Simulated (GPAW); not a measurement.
GPAW run on MgH2 (P4_2/mnm, 6 atoms in the cell): self-consistent single point.

Method of the run: PBE, GPAW PAW datasets PBE (gpaw-data 1.0.1) (plane waves; GPAW).

The change in words: lattice scaled by 0.98. Reference geometry:
```xyz
6
Lattice="4.5322 0.0000 0.0000 0.0000 4.5322 0.0000 0.0000 0.0000 3.0296" Properties=species:S:1:pos:R:3 pbc="T T T"
Mg     2.2661     2.2661     1.5148
Mg     0.0000     0.0000     0.0000
H      3.1525     3.1525     0.0000
H      1.3797     1.3797     0.0000
H      3.6458     0.8864     1.5148
H      0.8864     3.6458     1.5148
```

Reference input (self-consistent single point, DFT PBE, plane waves, GPAW PAW datasets PBE (gpaw-data 1.0.1)): mode = pw; ecut = 850 eV; xc = PBE; kpts = 6 6 9; mesh shift (steps) = 0 0 0; occupations.name = fixed-uniform; nbands = -8; convergence.density = 1e-05 e/electron; convergence.bands = -6; symmetry.symmorphic = false; symmetry.tolerance = 0.0005; maxiter = 100. This run's input differs from it in these lines:

```diff
@@ -5,5 +5,5 @@
 atoms = Atoms(['Mg', 'Mg', 'H', 'H', 'H', 'H'],
-              cell=[[4.532201, 0.000000, 0.000000],
-                    [0.000000, 4.532201, 0.000000],
-                    [0.000000, 0.000000, 3.029647]],
+              cell=[[4.441557, 0.000000, 0.000000],
+                    [0.000000, 4.441557, 0.000000],
+                    [0.000000, 0.000000, 2.969054]],
               scaled_positions=[[0.500000, 0.500000, 0.500000],
```

Log, with long lists cut:

```
     iter     time        total  log10-change:
                         energy   eigst   dens
iter:   1 --:--:--   -18.972214   +0.70
iter:   2 --:--:--   -18.861029   +0.22  -0.94
iter:   3 --:--:--   -17.846157   -0.44  -0.97
iter:   4 --:--:--   -17.854763   -1.17  -1.96
iter:   5 --:--:--   -17.858803   -2.06  -2.02
iter:   6 --:--:--   -17.865244c  -2.79  -1.99
iter:   7 --:--:--   -17.865329c  -4.06  -3.04
iter:   8 --:--:--   -17.865224c  -4.53  -2.93
iter:   9 --:--:--   -17.865155c  -5.76  -3.55
iter:  10 --:--:--   -17.865143c  -2.66  -3.82
iter:  11 --:--:--   -17.865132c  -2.62  -4.10
iter:  12 --:--:--   -17.865132c  -5.29  -5.06c
iter:  13 --:--:--   -17.865132c  -7.31  -5.22c
iter:  14 --:--:--   -17.865132c  -8.78c -5.24c
Converged after 14 iterations.

Dipole moment: (-0.000000, -0.000000, -0.000000) |e|*Ang

Energy contributions relative to reference atoms: (reference = -10949.250426)

Kinetic:        +13.979257
Potential:      -12.316553
External:        +0.000000
XC:             -19.469143
Entropy (-ST):   +0.000000
Local:           -0.058693
SIC:             +0.000000
--------------------------
Free energy:    -17.865132
Extrapolated:   -17.865132

Showing only first 2 kpts
 Kpt  Band  Eigenvalues  Occupancy
  0    10     -1.07521    2.00000
  0    11     -0.01000    2.00000
  0    12      5.11604    0.00000
  0    13      5.64148    0.00000

  1    10     -0.94876    2.00000
  1    11     -0.01026    2.00000
  1    12      5.32580    0.00000
  1    13      5.73651    0.00000

Fermi level: 2.42224

Gap: 3.996 eV
Transition (v -> c):
   [... lines left out ...]
Direct gap: 4.885 eV
   [... lines left out ...]
  0 Mg    0.00000   -0.00000    0.00000
  1 Mg    0.00000   -0.00000    0.00000
  2 H     0.01096    0.01096    0.00000
  3 H    -0.01096   -0.01096    0.00000
  4 H    -0.01096    0.01096    0.00000
  5 H     0.01096   -0.01096    0.00000

Stress tensor:
    -0.014706     0.000000     0.000000
     0.000000    -0.014706     0.000000
     0.000000     0.000000    -0.019393
Stress (GPa, Voigt): [-2.3561 -2.3561 -3.1071  0.      0.      0.    ]
```

The run converged in 14 iterations. GPAW prints stress with tension positive. Against the reference run the free energy goes up by 3.4 meV/atom, the pressure goes from -0.70 to 2.61 GPa, the largest force goes from 0.004 to 0.016 eV/Å and the gap on the mesh goes from 3.875 to 3.996 eV.

The starting cell comes from a database of computed structures (which also holds hypothetical and non-ambient phases and stackings), without a prior relaxation at this level. Its lattice was rescaled by a random factor within 2.5 % of one. For this run, on top of that: lattice scaled by 0.98.

Cost on one core of a shared machine: roughly 60 s.
